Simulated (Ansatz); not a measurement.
Base system: TlBr in the CsCl type structure (space group Pm-3m, No. 221; a = 3.840 Å). Axes: x, y, z lie along the cube axes.

Method: LDA (Ansatz, a program for electronic structure, PAW, no SOC).

Base values:

| Quantity | Value |
|---|---|
| Pressure | -0.01 GPa |
| Electron mass | 0.12 mₑ along k, 0.19 mₑ across (at X) |
| Band gap | 1.37 eV |
| Shortest interatomic distance | 3.325 Å |

Perturbation: biaxial strain +0.42 %, plane normal [111], relaxed out of plane (Cartesian); in-plane vectors clamped, the third vector and the atoms free.

What does the calculation give for the pressure after the change?

The pressure (mean of the normal stresses, compression positive) shrinks by 0.14 GPa to -0.15 GPa.

What happens to the electron mass?

The electron mass is still 0.12 mₑ along k, 0.19 mₑ across (at X).

What does the calculation give for the band gap after the change?

The band gap increases by 0.01 eV to 1.38 eV.

Estimate the effect on the shortest interatomic distance.

The shortest interatomic distance drops by 0.013 Å (3.325 Å → 3.312 Å).

With Tl present, leaving out spin-orbit coupling can change the band edges. Masses are band curvatures over ±0.01 Å⁻¹ around the edge. Along k means along the line from Γ to the band edge. Stability against distortions was not tested.
